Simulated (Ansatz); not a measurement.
Base system: BaCd2P2 (space group P-3m1, No. 164; a cell from a computed database, its experimental status unchecked).

```
BaCd2P2
1.0
    4.36824     0.00000     0.00000
   -2.18412     3.78301     0.00000
    0.00000     0.00000     7.46770
Ba Cd P
1 2 2
Direct
  0.00000   0.00000   0.00000
  0.66667   0.33333   0.36865
  0.33333   0.66667   0.63135
  0.66667   0.33333   0.73477
  0.33333   0.66667   0.26523
```

Levels (all Ansatz, a first-principles code, PAW): PBEsol (420 eV, no spin-orbit coupling); PBEsol+SOC (420 eV, spin-orbit coupling included).

The geometry is relaxed with PBEsol.

- PBEsol lowest conduction level above the VBM at special points: A 0.77 eV; Γ 0.83 eV; L 1.02 eV; M 1.03 eV
- PBEsol valence-band top at Γ: 0.00, 0.00, -0.12 eV
- PBEsol smallest direct gap: 0.83 eV

With PBEsol+SOC at the same geometry, the lowest conduction level above the VBM at special points goes from A 0.77 eV; Γ 0.83 eV; L 1.02 eV; M 1.03 eV to A 0.74 eV; Γ 0.80 eV; L 1.00 eV; M 1.01 eV; the valence-band top at Γ (three highest Kramers pairs, from the VBM) goes from 0.00, 0.00, -0.12 eV to 0.00, -0.04, -0.15 eV; the smallest direct gap drops by 0.024 eV to 0.80 eV.

Single points use the geometry relaxed with PBEsol. Differences between runs with and without spin-orbit coupling are approximate. Stability against distortions was not tested.
